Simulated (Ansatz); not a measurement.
Si7Ge at 1650 K

System: composition Si7Ge, cell Si56Ge8, held well above this temperature first, at a temperature that wasn't checked against the liquidus, so perhaps supercooled [in the run: it was liquid; mean temperature 1690 K (target 1650 K); density 2.91 g/cm³].

These are PBE (plane waves, PAW; Ansatz, an electronic-structure program) values and carry that method's errors.

```yaml
number_of_atoms: 64
time_step: 2.0 fs; target pressure 0 GPa
sampled_time: 7.7 ps (NVE); in preparation the cell's shape was held
plane_wave_cutoff: 420 eV
k-points: one point, (1/4, 1/4, 1/4)
Fermi-Dirac width: 0.142 eV
spin: not polarised; no spin-orbit coupling
```

```yaml
mean_temperature: 1690 ± 4 K
mean_pressure: 0.23 ± 0.03 GPa
volume_per_atom: 19.2 Å³
density: 2.91 g/cm³
first peak of g(Ge-Si): 2.59 Å, height 1.9
first minimum of g(Ge-Si): near 3.5 Å
first peak of g(Si-Si): 2.46 Å, height 2.4
first minimum of g(Si-Si): near 3.3 Å
coordination of Si (bonds up to Ge-Si 3.54, Si-Si 3.30 Å): 7.5 (7-fold 29 %, 8-fold 28 %, 6-fold 16 %)
Ge-Si-Si angle: mean 99°, spread 33°, most frequent near 92°
Si-Si-Si angle: mean 98°, spread 33°, most frequent near 56°
Ge-Ge-Si angle: mean 97°, spread 33°, most frequent near 56°
Si-Ge-Si angle: mean 96°, spread 34°, most frequent near 50°
state: all species diffuse (liquid)
diffusion coefficient of Si (no finite-size correction): 26 × 10⁻⁵ cm²/s (± 2)
mean vibrational (phonon) frequency: 4.7 THz
```

Preparation at the same level, by Langevin dynamics: ease 0.15 ps at 1402 K; melt 0.73 ps at 2805 K, volume free at 4 GPa; cool 0.29 ps from 2805 to 1897 K (3100 K/ps); cool 0.74 ps from 1897 to 1650 K (330 K/ps), volume free; settle 1.81 ps at 1650 K, volume free; hold 0.41 ps at 1650 K. The atoms began on random sites, so units and networks may differ from a laboratory melt's. Atoms moved only 3.5 Å² (mean square) in the hot stage, so mixing may be incomplete. On the run's last frame a denser k-mesh moved the forces by 0.105 eV/Å rms, the static pressure by 0.02 GPa and the free energy by 7 meV/atom, which is about how far such values are converged. Warnings of the run: stress scf threshold loose, symmetry auto disabled.

Averages come from a short run of a small periodic cell.
